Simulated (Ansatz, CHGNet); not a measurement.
For NbN (model structure, started from the NbAs type, I4₁md, No. 109, 4 atoms in the cell), the machine-learned potential CHGNet 0.3.0 (trained on PBE and PBE+U data) gives:

lattice parameter a: 2.913 Å
c axis length: 10.436 Å

### Question
What does LDA (Ansatz, a first-principles code, plane waves, PAW) give for the same quantities?

### Answer

- lattice constant a: 2.870 Å (falls by 1.5 %)
- lattice parameter c: 10.189 Å (shrinks by 2.4 %)

Changes are worked out from the printed values.

Unless a cell is named, each level is at its own relaxed cell (CHGNet 0.3.0 11.07, LDA 10.49 Å³/atom).

The crystal itself was run without spin with LDA; a magnetic state was not tried in these runs.

Caveats: the cell moved over 20 % in volume from its start (CHGNet 0.3.0). Ansatz's density-functional and Hartree–Fock values are scalar-relativistic unless marked +SOC, with PAW data made under PBE.

A model structure was made by putting elements into a prototype or built by hand; it is no filed structure, need not be a known phase, and can be a saddle point held by its symmetry.
